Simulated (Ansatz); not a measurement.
Levels about the gap of amorphous Si24O48Cu2 (74 atoms in a cell of 1111 Å³, 2.35 g/cm³; zone centre alone, so wide bands show as single levels with stretches between that a denser mesh fills), at the geometry that PBE relaxed, where it gives -0.3 GPa on a denser mesh. The participation number counts the atoms over which a state spreads; weights are charges in smoothed Voronoi cells. The levels come from a single point, so bond lengths are those of that geometry. Method of the levels: PBE, scalar-relativistic without spin-orbit coupling (Ansatz, a first-principles code). Sampling: the zone centre alone; Fermi-Dirac width 0.02 eV; no spin polarisation. At PBE the levels at the filled edge of the gap are localised (band-tail or defect states), and the nearest spread-out levels lie 4.8 eV apart at the zone centre.

It comes from a melt-quench run on a machine-learned potential (CHGNet), relaxed afterwards by DFT. O atoms were pushed apart under 1.9 Å during the dynamics, to hinder bonds among them. The hot cell started wider than the set density and was brought back towards it in steps. It is the lowest in DFT energy of 2 quenches. It is a model cell: composition and starting density were chosen by hand, and all elements were melted together. No dispersion term was used. Its density started from a set value of 2.35 and ended at 2.35 g/cm³. The quench (nominally 320 K/ps over its main leg) was far faster than any real one, so the model tends to hold more defects than a real film. A cell of this size samples the disorder only roughly. The volume was held where the preparation left it, at a PBE pressure of -0.3 GPa (tension). Stress components on the final sampling reach 1.8 GPa.

```
E - E(highest filled), eV  filling  participation number        largest on  weight Cu  weight O  weight Si
-------------------------  -------  --------------------  ----------------  ---------  --------  ---------
-1.75                       filled                   1.4  Cu, 2 neighbours       0.85      0.14       0.02
-1.28                       filled                   4.0  Cu, 2 neighbours       0.42      0.32       0.25
-0.45                       filled                   1.2  Cu, 2 neighbours       0.92      0.06       0.02
-0.43                       filled                   1.1  Cu, 2 neighbours       0.95      0.03       0.01
-0.30                       filled                   1.3  Cu, 2 neighbours       0.87      0.11       0.02
-0.26                       filled                   1.4  Cu, 2 neighbours       0.85      0.12       0.03
0.00                        filled                   1.9  Cu, 2 neighbours       0.73      0.19       0.09
1.77                         empty                  14.0  Cu, 2 neighbours       0.25      0.54       0.21
2.86                         empty                  20.4  Cu, 2 neighbours       0.18      0.57       0.25
3.52                         empty                  28.0  Cu, 2 neighbours       0.09      0.57       0.35
3.64                         empty                  41.2  Si, 4 neighbours       0.04      0.57       0.39
3.75                         empty                  36.0  Cu, 2 neighbours       0.13      0.57       0.30
4.00                         empty                  42.9   O, 2 neighbours       0.05      0.62       0.32
4.13                         empty                  22.1  Cu, 2 neighbours       0.19      0.58       0.23
```

Most localised among these is the filled level at -0.43 eV, on a Cu atom, which has 2 neighbours (O 1.88 Å, Si 2.19 Å).
